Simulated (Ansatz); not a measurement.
Start from SnSe$_{2}$ in the CdI2 type structure (space group P-3m1, No. 164; layered, stacked along the Cartesian z axis).

```
SnSe2
1.0
    3.84018     0.00000     0.00000
   -1.92009     3.32569     0.00000
    0.00000     0.00000     6.00656
Sn Se
1 2
Direct
  0.00000   0.00000   0.00000
  0.33333   0.66667   0.26530
  0.66667   0.33333   0.73470
```

Calculations: PBE-D3(BJ), PAW, 420 eV (Ansatz, a first-principles code; no SOC).

Before the change:

| Item | Result |
|---|---|
| Gap character | indirect, K–Γ (79 % along) → k = (0, 0.400, 1/3) in the run's primitive reciprocal basis |
| Smallest direct gap | 0.82 eV |
| Pressure | 0.00 GPa |

The change: the cell is scaled by 1.0300 in all directions; the atoms relax in the strained cell.

**Question.** How does this affect the gap character, electron mass, smallest direct gap, energy relative to the base and pressure?

**Answer.** The gap character goes from indirect, K–Γ (79 % along) → k = (0, 0.400, 1/3) in the run's primitive reciprocal basis to indirect, K–Γ (79 % along) → Γ; the electron mass comes out as 0.073 mₑ along c, 0.091 mₑ across (at Γ); the smallest direct gap decreases by 0.32 eV (0.82 eV → 0.50 eV); the energy goes up by 23 meV/atom; the pressure (mean of the normal stresses, compression positive) goes from zero to -2.87 GPa.

Effective masses come from finite differences of ±0.01 Å⁻¹. Whether these cells are dynamically stable was not tested.
